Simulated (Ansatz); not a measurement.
The reference is WSi2 (space group I4/mmm, No. 139; a = 3.2114 Å, c = 7.8048 Å; relaxed with 0.1 eV smearing). Axes: x, y, z lie along a, b, c of the conventional cell.

All numbers come from Ansatz (a quantum-chemistry and plane-wave program), r2SCAN, PAW, cutoff 500 eV, spin-orbit coupling left out.

For the base:

Shortest interatomic distance: 2.578 Å

Now apply this change: biaxial strain +0.51 %, plane normal [001], relaxed out of plane (Cartesian); in-plane vectors clamped, the third vector and the atoms free.

Q: How does this affect the out-of-plane strain?

A: The out-of-plane strain is -0.17 %.

Q: How does this affect the shortest interatomic distance?

A: The shortest interatomic distance decreases by 0.006 Å (2.578 Å → 2.572 Å).

Q: What happens to the energy relative to the base?

A: The energy increases by 1.2 meV/atom.

Q: What does the calculation give for the in-plane stress after the change?

A: The mean in-plane stress (compression positive) is -2.7 GPa.

Whether these cells are dynamically stable was not tested. The final runs are not spin-polarised.
